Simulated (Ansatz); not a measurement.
# Si: stress against strain

Si (diamond, Fd-3m, 19.706 Å³/atom at rest) under an equal strain ε in the (111) plane with the normal axis free, as in a coherent film. LDA in Ansatz, a plane-wave DFT program (PAW, default set), 420 eV, 11×11×11 Γ-centred mesh, Fermi-Dirac smearing 0.05 eV; ions are relaxed within the symmetry of each cell. Stress is positive for a compressed cell.

Here s stands for strain and y for stress xx.

| strain (%) | stress xx (GPa) |
|---|---|
| -1.25 | 2.87 |
| -0.83 | 1.88 |
| -0.42 | 0.94 |
| 0.00 | -0.01 |
| 0.42 | -0.92 |
| 0.83 | -1.80 |
| 1.25 | -2.67 |
| 2.50 | ? |

### Question
Using a straight line, estimate the missing y at s = 2.50 from the other rows, showing the fit.

### Answer
Means: s 0, y 0.041. About the means, the sum of products is -10.761 and the sum of squares of s is 4.8556; the slope is their ratio. Least squares gives y = 0.041 - 2.2161·s. Residuals (row less fit): 0.059, 0.000, -0.032, -0.051, -0.030, -0.002, 0.059; standard error 0.048 (degrees of freedom: 5). The slope gives the biaxial elastic modulus of this plane = 222 ± 2 GPa. At the withheld row, y = 0.041 - 2.2161 × 2.50 = -5.499 GPa. The calculation gives -5.11 GPa, 0.389 GPa above the prediction (4.9 % of the range of y in the table). The row lies outside the fitted rows, so this is an extrapolation. From the scatter of the fitted rows alone, a prediction at this place has a standard error of 0.075 GPa, so the miss is 5.2 times that.

One order more, fitted to all 13 runs of the series, follows each within 0.01, so the miss is the next term of a smooth law. Rows are the converged runs of the series near zero and its far end; series whose fitted rows scatter by over a few per cent of the range, as at a crossing or softening among them, aren't shown in this form. Most that stay on the fit to the last digits aren't either.
